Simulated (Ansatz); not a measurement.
The starting structures come from a database of crystals and need not be the phases stable at ambient conditions.

By PBEsol, the system below comes out a metal.

The ballistic (Sharvin) conductance counts the channels at the Fermi level: G/A = (e²/h) × channels of both spins per area.

Here is the system:

```
CELL_PARAMETERS angstrom
      5.64983     0.00000     0.00000
      2.82491     8.32611     0.00000
      2.82491     0.00000     2.82491
ATOMIC_POSITIONS crystal
  Y  0.50000 0.00000 0.00000
  Y  0.25000 0.50000 0.50000
  Ge 0.82799 0.34402 0.50000
  Ge 0.07799 0.84402 0.00000
  Ge 0.92201 0.15598 0.00000
  Ge 0.67201 0.65598 0.50000
```

Space group of this cell: I4_1/amd. The cell is taken as given; by PBEsol its mean pressure is -3.4 GPa.

The current flows along the normal of the first two printed cell vectors, the (110) plane of the conventional cell. No spin-orbit coupling; the value is a mean over 0.1 eV about the Fermi level.

Question: Estimate the ballistic conductance per area that PBEsol (Ansatz, a program for electronic structure) returns for this system.

Answer: 0.40 × 10¹⁵ S/m² for both spins.
